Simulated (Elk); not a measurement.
Several settings converged on Ni (Fm-3m, 1 atom in the cell)

```yaml
crystal:
  lattice:
    - [0.00000, 1.75472, 1.75472]
    - [1.75472, 0.00000, 1.75472]
    - [1.75472, 1.75472, 0.00000]
  atoms:
    - { symbol: Ni, position: [0.00000, 0.00000, 0.00000], spin: 1.0 }
```
(The spins are starting values, not results.)

Base method: Elk 10.2.4 with PBE, all-electron FP-LAPW, Elk's shipped species files, default APW+lo basis.

Base settings: xctype = 20; spinpol = true; swidth = 0.00367493 Ha; ngridk = 12 12 12; reducebf = 0.7; nempty = 8 per atom; maxscl = 100; bfcmt = [[0.0, 0.0, -1.0]].

**The width of Fermi-Dirac smearing**

In this ladder: ngridk = 20 20 20.

Narrow widths need finer meshes than wide ones, so the last steps can hold mesh noise.

Only quantities that move along the ladder and can be compared are tabulated; pressure and forces are left out, as mesh noise rules them at narrow widths.

The magnetic state is not the same in all runs (site moments differ, or a search went on to a lower state), so steps between rows are not convergence errors alone.

```csv
swidth,free energy less the last step's (meV/atom),energy extrapolated to zero width less the last step's (meV/atom),net moment (μB/atom)
0.0367493 Ha,-1974.03,-353.19,0.000
0.0183747 Ha,-610.62,-83.34,0.000
0.0110248 Ha,-237.61,-7.85,0.001
0.00734986 Ha,-100.62,2.02,0.465
0.00367493 Ha,-20.32,-0.51,0.623
0.00183747 Ha,0.00,0.00,0.636
```

Widest swidth that holds the energy extrapolated to zero width within 1 meV/atom: not settled: the last two steps still differ by 0.51 meV/atom, over half the tolerance, so the ladder does not show it.

Widest swidth that holds the free energy within 5 meV/atom: not settled: the last two steps still differ by 20 meV/atom, over half the tolerance, so the ladder does not show it.

Widest swidth that holds the net moment within 0.05 μB/atom of the last step, with all finer ones: 0.00367493 Ha; the step before is off by 0.17 μB/atom.

**The width of Methfessel-Paxton smearing**

In this ladder: ngridk = 20 20 20; stype = 1.

Narrow widths need finer meshes than wide ones, so the last steps can hold mesh noise.

Only quantities that move along the ladder and can be compared are tabulated; pressure and forces are left out, as mesh noise rules them at narrow widths.

```csv
swidth,total energy (no entropy term) less the last step's (meV/atom),net moment (μB/atom)
0.0367493 Ha,41.77,0.360
0.0183747 Ha,-2.68,0.680
0.0110248 Ha,2.40,0.643
0.00734986 Ha,0.86,0.637
0.00367493 Ha,-0.10,0.640
0.00183747 Ha,0.00,0.645
```

Widest swidth that holds the net moment within 0.05 μB/atom of the last step, with all finer ones: 0.0183747 Ha; the step before is off by 0.29 μB/atom.

Widest swidth that holds the total energy (no entropy term) within 0.5 meV/atom of the last step, with all finer ones: 0.00367493 Ha; the step before is off by 0.86 meV/atom.

**The SCF threshold**

Moved along: epsengy.

The mesh stays at the base's, so the ladder's end is converged at best in this setting alone.

Only quantities that move along the ladder and can be compared are tabulated.

| epspot | free energy less the last step's (meV/atom) |
|---|---|
| 3.7e-05 Ha | 2.42 |
| 3.7e-06 Ha | -0.56 |
| 3.7e-07 Ha | 0.07 |
| 3.7e-08 Ha | 0.01 |
| 3.7e-09 Ha | 0.00 |

Coarsest epspot that holds the free energy within 1 meV/atom of the last step, with all finer ones: 3.7e-06 Ha; the step before is off by 2.4 meV/atom.

On the base run: the starting cell has typed, rounded lattice constants, without a prior relaxation at this level. Its lattice was rescaled by up to half a per cent. With one magnetic atom in the cell only a parallel order is possible. Values depend on the basis (sphere radii, cutoffs, local orbitals), which need not be converged.

Left out of this page: 4 runs of the series outside the window shown, repeating another row's setting, or not comparable; 5 runs of the series failed or unconverged.
